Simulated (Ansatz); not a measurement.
Reference: KF (Fm-3m), PBEsol, rigid bands (plane waves, PAW, scalar-relativistic; Ansatz, a quantum-chemistry and plane-wave program); axes and stresses refer to this cell.

```xyz
2
Lattice="0.0000 2.6533 2.6533 2.6533 0.0000 2.6533 2.6533 2.6533 0.0000" Properties=species:S:1:pos:R:3 pbc="T T T"
K      0.0000     0.0000     0.0000
F      2.6533     2.6533     2.6533
```

The Seebeck coefficient, n-type 1e19 cm⁻³ is -223 μV/K. The hole conductivity mass is 5.0 mₑ and the band gap is 6.15 eV.

**Question.** Change: functional PBE, cell relaxed with it. What happens to Seebeck coefficient, n-type 1e19 cm⁻³, hole conductivity mass, band gap?

**Answer.** Seebeck coefficient, n-type 1e19 cm⁻³ moves little, to -226 μV/K; hole conductivity mass grows to 6.0 mₑ; band gap falls to 5.96 eV.

Masses are for dilute carriers at 300 K, harmonic means over directions unless an axis is named. Seebeck coefficients are for the stated density at 300 K, with one relaxation time for all states and whether or not that doping can be reached. Spin-orbit coupling is left out unless a row names it.
